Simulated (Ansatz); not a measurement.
## TiC under a change: biaxial strain +2.50 %, plane normal [111], relaxed out of plane

Consider TiC in the rock salt structure (space group Fm-3m, No. 225; a = 4.328 Å; relaxed with 0.1 eV smearing). Axes: x, y, z lie along the cube axes.

Modification: biaxial strain +2.50 %, plane normal [111], relaxed out of plane (Cartesian); in-plane vectors clamped, the third vector and the atoms free.

The values are results of Kohn–Sham DFT with the r2SCAN functional, run in Ansatz (a quantum-chemistry and plane-wave program) with PAW and 500 eV plane waves, without spin-orbit coupling, not measurements. Γ-centred 23×23×23 mesh, Fermi–Dirac width 0.1 eV.

- Volume per atom: 10.50 Å³ (base 10.13 Å³)
- Space group: R-3m (No. 166) (base Fm-3m (No. 225))
- Shortest interatomic distance: 2.191 Å (base 2.164 Å)
- Energy relative to the base (free energy F): +22 meV/atom
- Pressure (mean of the normal stresses, compression positive): -8.8 GPa (base 0.0 GPa)
- Band gap: zero (base zero)
- Out-of-plane strain: -1.33 %
- Ratio −ε⊥/ε∥: 0.53

No phonon test of stability was made. The final runs are not spin-polarised.
